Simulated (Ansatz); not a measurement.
**ZrGe (Pnma, No. 62, 8 atoms in the cell; start mp-1025513)**

Calculation: LDA (Ansatz, a quantum-chemistry and plane-wave program, plane waves, PAW).

Settings: plane-wave cutoff 500 eV, 6×10×8 k mesh (along the axes of the cell as run), Fermi–Dirac smearing 0.05 eV, scalar-relativistic PAW data made under PBE.

Cell (relaxed at this level):

ZrGe is taken in the orthorhombic space group Pnma (No. 62), Pearson symbol oP8. Lattice parameters: a = 6.9780 Å, b = 3.8584 Å, c = 5.3234 Å, α = 90.00°, β = 90.00°, γ = 90.00°. Zr on 4c is coordinated by 5 Ge at 2.706–2.737 Å and 2 Ge at 2.921–2.991 Å. Ge on 4c is surrounded by 2 Ge at 2.610 Å and 5 Zr at 2.706–2.737 Å and 2 Zr at 2.921–2.991 Å. (Neighbours: up to the widest gap in distance over summed covalent radii, below 1.35, at either atom; cation-cation and far metal-metal contacts left out.)

| Property | Value |
|---|---|
| band gap | zero (no gap) |

Note: the relaxation could not lower the start's symmetry, so the cell can be a saddle point above a distorted one.

Spin–orbit coupling is not included.

The computed numbers hold no vibrational or temperature effects.

Cost on a shared machine: about 4 core-minutes (a rough figure).

A start named mp-… is a Materials Project structure, which need not be a measured phase.
